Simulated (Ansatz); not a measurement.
# What uniaxial strain ε_xx = +0.28 % does to GaP

Start from GaP in the zinc blende structure (space group F-43m, No. 216; a = 5.452 Å). Axes: x, y, z lie along the cube axes.

One thing is altered: the cell is stretched by 0.28 % along x with no lateral relaxation; the atoms relax in the strained cell.

Calculations: Ansatz (an electronic-structure program) r2SCAN, scalar-relativistic without spin-orbit coupling, earlier PAW set. Settings: 10×10×10 k-points, 0.05 eV Fermi–Dirac smearing.

The volume per atom goes up by 0.06 Å³, from 20.25 Å³ to 20.31 Å³ and the space group goes from F-43m (No. 216) to I-4m2 (No. 119). The shortest interatomic distance increases by 0.002 Å to 2.363 Å and the energy hardly moves. The pressure (mean of the normal stresses, compression positive) goes from zero to -0.24 GPa and the band gap is nearly the same (1.85 eV against 1.84 eV). The gap character amounts to indirect, Γ → Γ–X (87 % along) and the smallest direct gap decreases by 0.03 eV (2.36 eV → 2.33 eV). The electron mass is still 1.1 mₑ along k, 0.23 mₑ across (off the special points) and the valence-band top at Γ (three highest levels, from the VBM) changes from 0.00, 0.00, 0.00 eV to 0.00, 0.00, -0.02 eV. The valley order (the lowest conduction-band minima on the path, energy above the VBM, named in the base's zone) becomes a point along [001], about 1.0 Å⁻¹ from Γ 1.84 eV; a point along [100], about 1.0 Å⁻¹ from Γ 1.86 eV; L along [1-11] 2.03 eV; Γ 2.33 eV (base: a point along ⟨100⟩, about 1.0 Å⁻¹ from Γ 1.85 eV; L along ⟨111⟩ 2.04 eV; Γ 2.36 eV) and the stress (xx, yy, zz, yz, xz, xy; compression positive) is (-0.40, -0.17, -0.17, 0.00, 0.00, 0.00) GPa.

Final structure:

```yaml
crystal:
  lattice:
    - [0.00000, 2.72587, 2.72587]
    - [2.73350, 0.00000, 2.72587]
    - [2.73350, 2.72587, 0.00000]
  atoms:
    - { symbol: P, position: [0.75000, 0.75000, 0.75000] }
    - { symbol: Ga, position: [0.00000, 0.00000, 0.00000] }
```

Cost of the whole job for the changed cell (relaxation, final SCF and bands): about 70 core-seconds (a rough figure).

Masses are band curvatures over ±0.01 Å⁻¹ around the edge. Along k means along the line from Γ to the band edge. No phonon test of stability was made. Labels are those of the standard path for the cell's own space group.
